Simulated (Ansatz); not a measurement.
Take GaP in the zinc blende structure (space group F-43m, No. 216; a = 5.4513 Å) as the base. Axes: x, y, z lie along the cube axes.

Computed with Ansatz (a quantum-chemistry and plane-wave program) r2SCAN, without spin-orbit coupling.

Base values:

Pressure: 0.00 GPa
Shortest interatomic distance: 236.0 pm

The change: biaxial strain +2.50 %, plane normal [001], relaxed out of plane (Cartesian); in-plane vectors clamped, the third vector and the atoms free.

Problem. Estimate the effect on the pressure, shortest interatomic distance and energy relative to the base.

Solution. The pressure (mean of the normal stresses, compression positive) goes from zero to -2.32 GPa; the shortest interatomic distance increases by 2.3 pm, from 236.0 pm to 238.3 pm; the energy increases by 11 meV/atom.

Whether these cells are dynamically stable was not tested.
